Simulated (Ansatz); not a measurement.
Start from BiB in the zinc blende structure (space group F-43m, No. 216; a = 5.457 Å; a hypothetical phase, not in the database extracts checked).

Perturbation: a fraction x = 0.333 of the Bi sites is given to P, ordered in a cell of 6 atoms (starting symmetry I-4m2) and fully relaxed.

The other end (x = 1) is BP in the zinc blende structure (space group F-43m, No. 216): 11.54 Å³/atom, gap 1.11 eV.

Levels (all Ansatz, a program for electronic structure, PAW, earlier PAW set): PBEsol (420 eV, scalar-relativistic without spin-orbit coupling); r2SCAN (500 eV, no spin-orbit coupling).

The geometry is relaxed with PBEsol.

- PBEsol pressure = 0.0 GPa

Question: Predict the pressure from r2SCAN.

Answer: The pressure goes from zero to 1.9 GPa.

Single points use the geometry relaxed with PBEsol. Their cutoffs differ, which shifts pressures a little. Each cell is one ordered arrangement of few atoms, which overstates ordering effects compared with a random alloy. Spin-orbit coupling, missing from the scalar runs, can matter with Bi. No phonon test of stability was made. The final runs are not spin-polarised. The zero or small gap of Bi2B3P can change with the level of theory.
